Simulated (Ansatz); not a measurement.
Data:

```yaml
crystal:
  lattice:
    - [3.11361, 0.00000, 0.00000]
    - [-1.55681, 2.69647, 0.00000]
    - [0.00000, 0.00000, 4.98319]
  atoms:
    - { symbol: Al, position: [0.33333, 0.66667, 0.99583] }
    - { symbol: Al, position: [0.66667, 0.33333, 0.49583] }
    - { symbol: N, position: [0.33333, 0.66667, 0.37897] }
    - { symbol: N, position: [0.66667, 0.33333, 0.87897] }
```

No spin polarisation.

0.0628 holes added to each cell, a density of 1.5×10^21 cm⁻³, with a uniform compensating background at fixed cell and a 300 K Fermi–Dirac width.

All numbers come from PBEsol (Ansatz, a program for electronic structure; PAW; 420 eV plane waves; no spin-orbit coupling), earlier PAW set. Γ-centred 22×22×12 mesh, Fermi–Dirac width 0.0259 eV.

**Question.** Predict the gap character, Fermi level from band edge and gap between the host's bands.

**Answer.** 
- Gap character: direct at Γ
- Fermi level relative to the doped band's edge (positive inside the band; to 0.05 eV): +0.20 eV
- Gap between the host's bands: 4.13 eV

Charged cell with a jellium background: band edges are those of the host's band count, energies are not comparable with the neutral cell, and many-body gap narrowing is missing. Whether these cells are dynamically stable was not tested. The cell was made from AlN in the wurtzite structure (space group P6_3mc, No. 186) by this change: holes 1.5×10^21 cm⁻³.
